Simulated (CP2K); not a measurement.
Worked example: self-consistent single point of Ba3Sr (Fm-3m, 4 atoms in the cell) in CP2K.

Computed with PBEsol, GPW, DZVP-MOLOPT-SR-GTH basis, GTH-PBE potentials (GTH_POTENTIALS) in CP2K 2026.2.

The change in words: lattice scaled by 0.98. Reference geometry:
```xyz
4
Lattice="7.1700 0.0000 0.0000 3.5850 6.2094 0.0000 3.5850 2.0698 5.8543" Properties=species:S:1:pos:R:3 pbc="T T T"
Ba     3.5850     2.0698     1.4636
Ba    10.7550     6.2094     4.3907
Ba     7.1700     4.1396     2.9271
Sr     0.0000     0.0000     0.0000
```

Reference input (self-consistent single point, DFT PBEsol, GPW, DZVP-MOLOPT-SR-GTH basis, GTH-PBE potentials (GTH_POTENTIALS)): CUTOFF = 500 Ry; REL_CUTOFF = 60 Ry; SMEAR/METHOD = FERMI_DIRAC; ELECTRONIC_TEMPERATURE = 1160.45 K; KPOINTS/SCHEME = MONKHORST-PACK 7 7 7; XC_FUNCTIONAL = PBE:PBESOL; Ba/BASIS_SET = DZVP-MOLOPT-SR-GTH-q10; Ba/POTENTIAL = GTH-PBE-q10; Sr/BASIS_SET = DZVP-MOLOPT-SR-GTH-q10; Sr/POTENTIAL = GTH-PBE-q10; METHOD = GPW; EPS_DEFAULT = 1e-11. This run's input differs from it in these lines:

```diff
@@ -66,5 +66,5 @@
     &CELL
-      A 7.17001500 0.00000000 0.00000000
-      B 3.58500700 6.20941500 0.00000000
-      C 3.58500700 2.06980500 5.85429200
+      A 7.02661500 0.00000000 0.00000000
+      B 3.51330700 6.08522700 0.00000000
+      C 3.51330700 2.02840900 5.73720700
       PERIODIC XYZ
```

Output (repeated stretches shortened):

```
 SCF WAVEFUNCTION OPTIMIZATION

  Step     Update method      Time    Convergence         Total energy    Change
     1 NoMix/Diag. 0.20E+00      -     1.53220796      -107.4249481329 -1.07E+02
     2 Broy./Diag. 0.20E+00      -     0.01089101      -106.7608619768  6.64E-01
     3 Broy./Diag. 0.20E+00      -     0.07213628      -106.7375302519  2.33E-02
     4 Broy./Diag. 0.20E+00      -     0.00247544      -106.8464147124 -1.09E-01
     5 Broy./Diag. 0.20E+00      -     0.00589458      -106.9062697895 -5.99E-02
     6 Broy./Diag. 0.20E+00      -     0.00017462      -106.9139009672 -7.63E-03
   [... 4 lines left out ...]
    11 Broy./Diag. 0.20E+00      -     0.00001604      -106.9060118099 -1.31E-04
    12 Broy./Diag. 0.20E+00      -     0.00000016      -106.9060075505  4.26E-06
    13 Broy./Diag. 0.20E+00      -     0.00000055      -106.9059997192  7.83E-06
    14 Broy./Diag. 0.20E+00      -     0.00000002      -106.9059968373  2.88E-06
  *** SCF run converged in    14 steps ***

  Overlap energy of the core charge distribution:               0.00000000000000
  Self energy of the core charge distribution:               -215.48907704949028
  Core Hamiltonian energy:                                     43.34513627491106
  Hartree energy:                                              80.38510218154542
  Exchange-correlation energy:                                -15.14010008107398
  Electronic entropic energy:                                  -0.00705816316871
  Fermi energy:                                                 0.17736984122145

  Total energy:                                              -106.90599683725694
  Total energy (extrapolated to T->0):                       -106.90246775567259

                     Mulliken Population Analysis

   [... lines left out ...]

 STRESS| Analytical stress tensor [bar]
 STRESS|                        x                   y                   z
 STRESS|      x        4.05625458043E+03   6.90174511457E-02   4.88026893911E-02
 STRESS|      y        6.90174511457E-02   4.05618449753E+03   2.27517851623E-02
 STRESS|      z        4.88026893911E-02   2.27517851623E-02   4.05617998441E+03
 STRESS| 1/3 Trace                                             4.05620635412E+03
```

The run converged in 14 iterations. Against the reference run the free energy goes up by 3.1 meV/atom and the pressure goes from -0.13 to 0.41 GPa.

The starting cell comes from a database of computed structures (which also holds hypothetical and non-ambient phases and stackings), without a prior relaxation at this level. Its lattice was rescaled by a random factor within 2.5 % of one. For this run, on top of that: lattice scaled by 0.98. Values carry the incompleteness of an atom-centred basis. The potentials were made for another functional than the one used.

Cost on one core of a shared machine: roughly 50 s.
